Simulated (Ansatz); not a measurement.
Functionals compared on the (20-23) surface of hcp Cd in its 1x1 cell, outermost plane spacing 0.18 Å in the ideal cut, in Ansatz (plane waves, PAW). The structure was relaxed with PBE; the other rows are single points on it, each with its references at the same level. Cutoff 420 eV (500 eV for r2SCAN).

Slab: 20 atoms, 9.9 Å thick at the start (thin: gaps and levels are the slab's own); k 12x3x1, smearing 0.1 eV, dipole-corrected; all atoms relaxed; held to the part of the start's symmetry that mesh and held atoms allow; no spin, no spin-orbit, no U. These notes are the PBE run's.

```tsv
functional	surface energy (J/m²)	work function of the top face (eV)	rough cost of the single point
PBE	0.35	3.94	–
LDA	0.63	4.29	roughly 5 core-minutes
PBEsol	0.54	4.05	about 5 core-minutes (a rough figure)
RPBE	0.20	3.78	about 6 core-minutes (a rough figure)
r2SCAN	…	…	very roughly 10 core-minutes
```

Task: What belongs in the gaps?

Result: 
- r2SCAN, surface energy (J/m²): 0.50
- r2SCAN, work function of the top face (eV): 3.97

Ansatz is a first-principles code.
